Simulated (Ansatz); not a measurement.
Start from KCl in the rock salt structure (space group Fm-3m, No. 225; a = 6.381 Å).

Method: DFT with PBE, PAW potentials and a 420 eV plane-wave cutoff in Ansatz (a program for electronic structure), no spin-orbit coupling.

Before the change:

Valley order: Γ 5.05 eV; X along ⟨100⟩ 6.56 eV
Lattice parameter a: 6.381 Å
Electron mass: 0.45 mₑ (at Γ)

The change: a hydrostatic pressure of 7.5 GPa.

**Question.** How does this affect the valley order?

**Answer.** The valley order (the lowest conduction-band minima on the path, energy above the VBM, named in the base's zone) changes from Γ 5.05 eV; X along ⟨100⟩ 6.56 eV to Γ 6.01 eV; X along ⟨100⟩ 6.24 eV.

**Question.** Estimate the effect on the lattice parameter a.

**Answer.** The lattice parameter a drops by 0.512 Å to 5.869 Å.

**Question.** How does this affect the electron mass?

**Answer.** The electron mass changes from 0.45 mₑ (at Γ) to 0.42 mₑ (at Γ).

The levels and masses belong to the bands next to the band gap. Load acts through the strain it causes; cell and atoms are relaxed under it. Masses are band curvatures over ±0.01 Å⁻¹ around the edge. Stability against distortions was not tested. Competing high-pressure phases were not computed.
